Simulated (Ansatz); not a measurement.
Here is the system:

```xyz
2
Lattice="0.0000 2.7168 2.7168 2.7168 0.0000 2.7168 2.7168 2.7168 0.0000" Properties=species:S:1:pos:R:3 pbc="T T T"
Si     0.0000     0.0000     0.0000
Si     1.3584     1.3584     1.3584
```

Level of theory: PBE with spin-orbit coupling, rigid bands (plane waves, PAW; Ansatz, a quantum-chemistry and plane-wave program). How the cell was made: cell and atoms relaxed with PBEsol.

Task: Predict the hole conductivity mass (n e² τ/σ) at 300 K, by direction if it differs.

Result: 0.36 mₑ.

Task: What conductivity effective mass do dilute electrons have at 300 K?

Result: 0.29 mₑ.

Task: And the band gap?

Result: 0.56 eV at this level; semilocal functionals usually fall short of the measured gap.

Rigid bands, one relaxation time for all states, no polarons. Geometry: cell and atoms relaxed with PBEsol.
